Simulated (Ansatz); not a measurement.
The parent structure is BN in the zinc blende structure (space group F-43m, No. 216; a = 3.605 Å).

The change: the cell is scaled by 0.9721 in all directions, atoms relaxed at fixed cell.

Levels (all Ansatz, a program for electronic structure, PAW, earlier PAW set): PBEsol (420 eV, no SOC); r2SCAN (500 eV, scalar-relativistic without spin-orbit coupling); HSE06 (420 eV, no spin-orbit coupling); PBEsol+SOC (420 eV, noncollinear with spin-orbit coupling); HSE06+SOC (420 eV, with spin-orbit coupling).

One geometry, relaxed with PBEsol, under each level:

Notes on the quantities. hole mass: degenerate bands, along [100].

The valence-band top lists the three highest levels at Γ (Kramers pairs under SOC), from the VBM.

```csv
level,band gap,lowest conduction level above the VBM at special points,valence-band top at Γ,electron mass,hole mass,pressure
PBEsol,4.38 eV,X 4.38 eV; U 7.03 eV; K 7.03 eV; Γ 9.20 eV,"0.00, 0.00, 0.00 eV","0.86 mₑ along k, 0.29 mₑ across (at X)","0.50, 0.50, 0.54 mₑ (at Γ)",38.13 GPa
r2SCAN,…,…,–,…,…,…
HSE06,5.90 eV,X 5.90 eV; U 8.68 eV; K 8.68 eV; Γ 11.05 eV,–,–,–,–
PBEsol+SOC,4.37 eV,X 4.37 eV; U 7.02 eV; K 7.02 eV; Γ 9.19 eV,"0.00, 0.00, -0.02 eV","0.86 mₑ along k, 0.29 mₑ across (at X)","0.49, 0.53 mₑ (at Γ)",38.12 GPa
HSE06+SOC,5.90 eV,X 5.90 eV; U 8.67 eV; K 8.67 eV; Γ 11.04 eV,"0.00, 0.00, -0.02 eV",–,–,–
```

Question: Give the withheld r2SCAN results.

Answer: 
- r2SCAN, band gap: 5.10 eV
- r2SCAN, lowest conduction level above the VBM at special points: X 5.10 eV; U 7.81 eV; K 7.81 eV; Γ 10.02 eV
- r2SCAN, electron mass: 0.84 mₑ along k, 0.29 mₑ across (at X)
- r2SCAN, hole mass: 0.49, 0.49, 0.51 mₑ (at Γ)
- r2SCAN, pressure: 40.36 GPa

Single points use the geometry relaxed with PBEsol. Their cutoffs differ, which shifts pressures a little. The hybrid gap comes from the SCF mesh plus the semilocal run's edge points and a few special points and is an upper bound. The spin-orbit shifts are approximate. The cells carry an imposed strain or load. Effective masses come from finite differences of ±0.01 Å⁻¹. Along k means along the line from Γ to the band edge. Whether these cells are dynamically stable was not tested.
